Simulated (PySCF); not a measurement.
PySCF 2.14.0, CCSD(T) (frozen core)/cc-pvdz, df: cluster of 3 water molecules, 9 atoms. The geometry is a generated start, not checked to be a minimum at this level.

```python
import time
import numpy
from pyscf import lib
from pyscf import gto, scf, dft, mp, cc, sgx
lib.logger.TIMER_LEVEL = 4
t0 = time.perf_counter()

mol = gto.M(
    atom='''
O      0.78465000     0.23580000     0.90321000
H      0.84165000    -0.05880000     1.81228000
H      1.38680000    -0.33643000     0.42739000
O      0.79258000     0.24282000    -2.19711000
H      0.56842000    -0.67585000    -2.34626000
H      1.58296000     0.21240000    -1.65783000
O     -2.35856000     0.17394000     0.91291000
H     -1.91893000    -0.63900000     1.16252000
H     -1.67955000     0.84512000     0.98290000
''',
    basis='cc-pvdz',
    max_memory=32000,
    verbose=4,
)
mf = scf.RHF(mol)
mf = mf.density_fit()
mf.chkfile = None
mf.kernel()
print('SCF converged:', mf.converged)
print('E(SCF) = %.10f' % mf.e_tot)
print('basis functions:', mol.nao_nr())
print('integrals held in memory:', getattr(mf, '_eri', None) is not None)
t1 = time.perf_counter()
print('wall of the SCF part: %.3f s' % (t1 - t0))
mycc = cc.CCSD(mf, frozen=3)
shift = 0
eris = mycc.ao2mo()
mycc.kernel(eris=eris)
print('CCSD converged:', mycc.converged)
t2 = time.perf_counter()
print('wall of the CCSD part: %.3f s' % (t2 - t1))
et = mycc.ccsd_t(eris=eris)
print('wall of the (T) part: %.3f s' % (time.perf_counter() - t2))
print('E(total) = %.10f' % (mycc.e_tot + et + shift))
print('wall after the SCF: %.3f s' % (time.perf_counter() - t1))
print('run ended')
```

```bash
OMP_NUM_THREADS=32 OPENBLAS_NUM_THREADS=1 python -u run.py
```

The program reports basis functions: 72.

It runs on a single node (Arm Neoverse V2, 96 cores on 1 socket, no SMT, 1 L3 cache group; 94 cores' worth of CPU time may be used).

On 32 threads, 1 BLAS thread this takes 7.2 s. Times are wall-clock medians of two to five runs, from launch to exit, with nothing else on the machine. Processes are pinned to neighbouring cores unless said otherwise. Build: PyPI wheel: OpenMP (GNU), a bundled serial OpenBLAS 0.3.3 under its C layer, NumPy's threaded OpenBLAS held to generic ARMv8 kernels, libcint, Libxc. Other compilers and libraries give other times. Scratch files lie in a memory file system.

Task: Make this run faster without changing its result beyond 1.0 meV/atom in energy. Keep to 32 cores.

Result: One answer among several that fit: going from two_electron_scheme = density fitting, post.incore_complete = false (default) to two_electron_scheme = exact four-centre integrals, post.incore_complete = true, one of the fastest of the measured ones that keep the result.

```diff
-mf = mf.density_fit()
+mycc.incore_complete = True
```

Time: 7.2 s to 5.3 s (1.4× as fast). The largest move is in CCSD iterations and the steps ahead of them: 3.0 s to 0.94 s. These two results differ by: energy 0.43 meV/atom. Others tried: two_electron_scheme = exact four-centre integrals, post.incore_complete = false (default) (5.4 s); two_electron_scheme = exact four-centre integrals, post.incore_complete = false (default), post.async_io = false (5.5 s); two_electron_scheme = exact four-centre integrals, post.incore_complete = false (default), post.direct = true (5.7 s). Repeats scatter by up to 11 %.
